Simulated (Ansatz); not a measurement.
The starting structures come from a database of crystals and need not be the phases stable at ambient conditions.

 Where the default PAW files enter, the runs use the earlier of Ansatz's two default sets.

Input:

```yaml
crystal:
  lattice:
    - [3.37770, 0.00000, 0.00000]
    - [0.00000, 5.39653, 0.00000]
    - [0.00000, 0.00000, 4.42562]
  atoms:
    - { symbol: Fe, position: [0.50000, 0.50000, 0.50000] }
    - { symbol: Fe, position: [0.00000, 0.00000, 0.00000] }
    - { symbol: S, position: [0.50000, 0.87818, 0.29959] }
    - { symbol: S, position: [0.50000, 0.12182, 0.70041] }
    - { symbol: S, position: [0.00000, 0.62182, 0.79959] }
    - { symbol: S, position: [0.00000, 0.37818, 0.20041] }
```

Space group of this cell: Pnnm. The cell is taken as given; by LDA its mean pressure is -9.7 GPa.

Transport runs along the normal of the first two printed cell vectors.

The gap is the functional's own, uncorrected, and κ follows it; spin-orbit coupling is left out. Mid-gap values are interpolated between the computed energies.

Compute, with Ansatz (a first-principles code) with LDA, the band gap and the smallest decay constant κ at mid-gap.

Gap 0.75 eV on a 10×6×8 mesh; κ = 0.140 1/Å, at the zone centre.
